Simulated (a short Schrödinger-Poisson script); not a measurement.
System: MOS inversion layer, SiO2 on p-type Si(111), at 400 K.

From the gate side: 3.6 nm SiO2; 590 nm Si, acceptors 5.3e17 cm⁻³.

Constants are typed, rounded textbook-type inputs, not results; the design itself was drawn at random and stands for no fabricated device. SiO2: permittivity 3.9, conduction-band edge (eV) 3.15, gap (eV) 9, electron mass (mₑ) 0.5. Si: permittivity 11.7, conduction-band edge (eV) 0, gap (eV) 1.124, Nv at 300 K (cm⁻³) 3.1e19.

Channel valleys (confinement mass, in-plane density-of-states mass, number): Δ6 0.258, 0.358, 6. At the gate the conduction-band edge of layer 1 lies 3.75 eV − eVg above the Fermi level of the channel; the field vanishes at the back. Gaps are held at their typed values at every temperature. Mesh 0.03 nm at interfaces.

Solved with a short Schrödinger-Poisson script written for these runs: 1D Poisson equation in equilibrium, electrons quantum, Hartree (BenDaniel-Duke, 12 states a valley, the channel's in-plane mass for all, wave functions free to enter the dielectric), parabolic valleys, classical holes, full ionisation, no traps, pinning or gate leakage.

| Vg (V) | electrons (cm⁻²) | C (μF/cm²) | Δ6 E0 (meV from the Fermi level) |
|---|---|---|---|
| 0.75 | 1.88e9 | 0.202 | 337.4 |
| 0.9 | 4.26e10 | 0.285 | 229.4 |
| 1.05 | 3.42e11 | 0.569 | 157.1 |
| 1.2 | 9.09e11 | 0.707 | 122.9 |
| 1.35 | 1.58e12 | 0.762 | 103.3 |
| 1.5 | 2.30e12 | 0.791 | 89.8 |
| 1.65 | 3.04e12 | 0.810 | 79.6 |
| 1.8 | 3.80e12 | 0.822 | 71.4 |
| 1.95 | 4.57e12 | 0.832 | 64.5 |
| 2.1 | 5.35e12 | 0.840 | 58.6 |
| 2.25 | 6.14e12 | 0.846 | 53.3 |
| 2.4 | 6.94e12 | 0.851 | 48.6 |
| 2.55 | 7.74e12 | 0.856 | 44.3 |
| 2.7 | 8.54e12 | 0.860 | 40.4 |
| 2.85 | 9.35e12 | 0.864 | 36.8 |
| 3 | 1.02e13 | 0.867 | 33.4 |
| 3.15 | 1.10e13 | 0.870 | 30.2 |
| 3.3 | 1.18e13 | 0.872 | 27.2 |

Gate voltages with under 1e9 electrons/cm² are left out.

Q: At Vg = 3.3 V the lowest Δ6 subband lies at 27.2 meV from the Fermi level. How many electrons does it hold, and what share of all?

A: The two-dimensional density of states is g m/(πħ²) = 8.97e11 cm⁻² meV⁻¹ (both spins), kT = 34.5 meV, so n = D kT ln(1 + exp(−E/kT)) = 1.16e13 cm⁻², 0.98 of the 1.18e13 cm⁻² in all.

Q: Compare the slope of the sheet density between 3 and 3.3 V with the geometric capacitance of the layers between gate and channel.

A: q Δn/ΔV = 0.854 μF/cm²; ε0/Σ(t/ε) = 0.959 μF/cm². The ratio is 0.89: the channel acts as a further capacitance in series.
